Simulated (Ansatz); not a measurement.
# LiC, pressure series

The parent structure is LiC (space group Immm, No. 71; a = 3.573 Å, b = 4.805 Å, c = 5.305 Å).

Cell and atoms are relaxed at each pressure.

Method: Ansatz (an electronic-structure program), PBEsol, PAW, cutoff 420 eV, without spin-orbit coupling.

Base values:

| Quantity | Value |
|---|---|
| Band gap | 3.16 eV |

Question: The aim is a band gap between 2.42 eV and 2.57 eV. Which of these changes reaches it?
A. pressure 9 GPa
B. pressure 4.2 GPa
C. pressure 1.8 GPa
D. pressure 18 GPa

Answer: D, pressure 18 GPa. It gives 2.49 eV; pressure 1.8 GPa gives 3.08 eV; pressure 9 GPa gives 2.81 eV; pressure 4.2 GPa gives 2.98 eV. Changes not listed may reach it too

Load acts through the strain it causes; cell and atoms are relaxed under it. Whether these cells are dynamically stable was not tested. No other phases were tried under pressure.
